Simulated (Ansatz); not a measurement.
Functionals compared on OH on the 1x1 (101) surface of anatase TiO2 (cut with top plane O), one in a 2x1 cell, started at the site 'over Ti at depth 0.9 Å', in Ansatz (plane waves, PAW). The structure was relaxed with PBE; the other rows are single points on it, each with its references at the same level. Cutoff 420 eV (500 eV for r2SCAN). The points keep PBE's geometry, so the relaxation of a polaron and the settling of charge on one site are left out.

Host crystal: anatase TiO2, with a band gap (PBE, scalar-relativistic without spin-orbit coupling).

Slab: 38 atoms, 9.4 Å thick at the start under the adsorbate (thin: gaps and levels are the slab's own); k 3x4x1, smearing 0.01 eV, dipole-corrected; 14 atoms held, the rest relaxed; no symmetry held; spin-polarised, ending with about 1.0 μB a cell; orders that need a larger cell were not tried, no spin-orbit, no U, no dispersion correction. At the end it is bonded to Ti. In PBE this state lies 0.06 eV over the lowest of the starts that converged ('top O #2'). These notes are the PBE run's. r2SCAN: The program's check for a lower electronic state was not made. Adsorption energies are against H2O(g) − ½ H2(g). A negative adsorption energy means that the adsorbate is more stable on the surface than in its reference.

```
functional  adsorption energy (eV)  gap of the slab on its k-mesh (eV)  highest filled level below the top vacuum level (eV)  magnetic moment of the cell (μB)  rough cost of the single point
----------  ----------------------  ----------------------------------  ----------------------------------------------------  --------------------------------  ------------------------------
PBE                           2.35                                0.81                                                  7.16                              1.00                               –
RPBE                          2.46                                0.84                                                  7.04                              1.00         roughly 11 core-minutes
r2SCAN                  (withheld)                          (withheld)                                            (withheld)                              1.00  around 18 core-minutes (rough)
```

Problem. Some entries are withheld; supply them.

Solution. 
- r2SCAN, adsorption energy (eV): 2.17
- r2SCAN, gap of the slab on its k-mesh (eV): 1.40
- r2SCAN, highest filled level below the top vacuum level (eV): 7.33

Ansatz is an electronic-structure program.
